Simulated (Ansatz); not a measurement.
## CaS: pressure series

The reference is CaS in the rock salt structure (space group Fm-3m, No. 225; a = 5.6332 Å).

Cell and atoms are relaxed at each pressure.

The values are results of PBEsol (Ansatz, an electronic-structure program), no spin-orbit coupling, not measurements.

Two rows of this table had their results exchanged by mistake.

```tsv
pressure	volume per atom (Å³)	shortest distance (Å)	band gap
pressure −2 GPa	23.14	2.850	2.24 eV
pressure −1 GPa	22.73	2.833	2.20 eV
pressure 0.3 GPa	22.24	2.812	2.15 eV
pressure 0.7 GPa	22.10	2.806	2.13 eV
pressure 1.5 GPa	20.83	2.751	1.96 eV
pressure 3 GPa	21.37	2.775	2.04 eV
pressure 5 GPa	21.83	2.795	2.10 eV
pressure 7.5 GPa	20.23	2.725	1.87 eV
pressure 10 GPa	19.71	2.701	1.78 eV
```

Which two?

The rows for pressure 1.5 GPa and pressure 5 GPa: the volume has to fall steadily with pressure, so 21.83 Å³ belongs to pressure 1.5 GPa and 20.83 Å³ to pressure 5 GPa.

Load acts through the strain it causes; cell and atoms are relaxed under it. No phonon test of stability was made. Competing high-pressure phases were not computed.
